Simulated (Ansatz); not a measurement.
Take Zr in the hcp (Mg type) structure (space group P6_3/mmc, No. 194; a = 3.184 Å, c = 5.117 Å) as the base.

Structures relaxed with PBEsol (Ansatz, a first-principles code, PAW, no spin-orbit coupling).

Base:

Simulated powder pattern, Co Kα, λ = 1.79026 Å (kinematic, ideal powder, no thermal factors, no anomalous dispersion; the 10 strongest lines at most, above 2 %, up to 2θ = 90°):

```
2θ (°)  I/Imax (%)    hkl
------  ----------  -----
37.88           24  (100)
40.96           26  (002)
43.28          100  (101)
57.01           15  (102)
68.42           17  (110)
76.21           19  (103)
80.96          2.8  (200)
82.94           21  (112)
84.50           15  (201)
88.82          3.1  (004)
```

Modification: a hydrostatic pressure of 22.5 GPa.

Predict the new powder pattern.


Simulated powder pattern, Co Kα, λ = 1.79026 Å (kinematic, ideal powder, no thermal factors, no anomalous dispersion; the 10 strongest lines at most, above 2 %, up to 2θ = 90°):

| 2θ (°) | d (Å) | I/Imax (%) | hkl |
|---|---|---|---|
| 40.83 | 2.566 | 24 | (100) |
| 42.43 | 2.474 | 28 | (002) |
| 46.28 | 2.278 | 100 | (101) |
| 60.35 | 1.781 | 15 | (102) |
| 74.35 | 1.481 | 17 | (110) |
| 80.36 | 1.387 | 21 | (103) |
| 88.48 | 1.283 | 2.8 | (200) |
| 89.54 | 1.271 | 22 | (112) |

The indices refer to the base's conventional cell; one index is shown for lines that coincide.

Load acts through the strain it causes; cell and atoms are relaxed under it. Whether these cells are dynamically stable was not tested. The final runs are not spin-polarised. Measured, Zr leaves this structure (for the ω phase) near 3 GPa (temperature not stated; as listed in C. Cazorla, D. Alfè, M. J. Gillan, Physical Review B (2008)).
